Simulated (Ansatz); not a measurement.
Antifluorite Be₂C, treated with PBE0-D3(BJ) (Ansatz, an electronic-structure program, PAW).

Settings: plane-wave cutoff 460 eV, 10×10×10 k mesh, Fermi–Dirac smearing 0.01 eV, scalar-relativistic PAW data made under PBE.

Computed points:

| V (Å³/atom) | E − E_lowest (meV/atom) |
|---|---|
| 6.092 | 12.03 |
| 6.252 | 2.80 |
| 6.376 | 0.00 |
| 6.573 | 2.53 |
| 6.707 | 8.66 |

**Question.** What bulk modulus B0 and pressure derivative B′ does a third-order Birch–Murnaghan fit give?

**Answer.** V0 = 6.413 Å³/atom, B0 = 225 GPa, B′ = 3.4 (fit to the energies at full precision).

Measured, for comparison: equilibrium volume per atom 6.81 Å³/atom (temperature not stated, no zero-point or thermal correction; as tabulated in Freccero, Grin, Wagner, Dalton Trans. (2023), ESI). Computed (rounded) less measured: equilibrium volume per atom -5.9 %.

Computed values are for the static lattice.
